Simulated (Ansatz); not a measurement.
# Pressure series in HgS

Take HgS (space group P3_221, No. 154; a = 4.4649 Å, c = 9.7582 Å; made of chains) as the base.

Cell and atoms are relaxed at each pressure.

All numbers come from Ansatz (a quantum-chemistry and plane-wave program), PBE, PAW, cutoff 420 eV, scalar-relativistic without spin-orbit coupling.

```
variant           band gap     density  shortest interatomic distance
----------------  --------  ----------  -----------------------------
base               1.83 eV  6.88 g/cm³                        2.373 Å
pressure 0.3 GPa   1.73 eV  7.13 g/cm³                        2.377 Å
pressure 0.7 GPa   1.62 eV  7.39 g/cm³                        2.382 Å
pressure 1.5 GPa   1.44 eV  7.79 g/cm³                        2.392 Å
pressure 3 GPa         [?]         [?]                            [?]
pressure 7.5 GPa   0.88 eV  9.16 g/cm³                        2.421 Å
```

Some entries are withheld; estimate them.


- pressure 3 GPa, band gap: 1.19 eV
- pressure 3 GPa, density: 8.29 g/cm³
- pressure 3 GPa, shortest interatomic distance: 2.404 Å

Spin-orbit coupling, missing from the scalar runs, can matter with Hg. Load acts through the strain it causes; cell and atoms are relaxed under it. Whether these cells are dynamically stable was not tested. Competing high-pressure phases were not computed. No dispersion term is included, though the crystal is made of layers, chains or molecules, so its spacings can come out too wide.
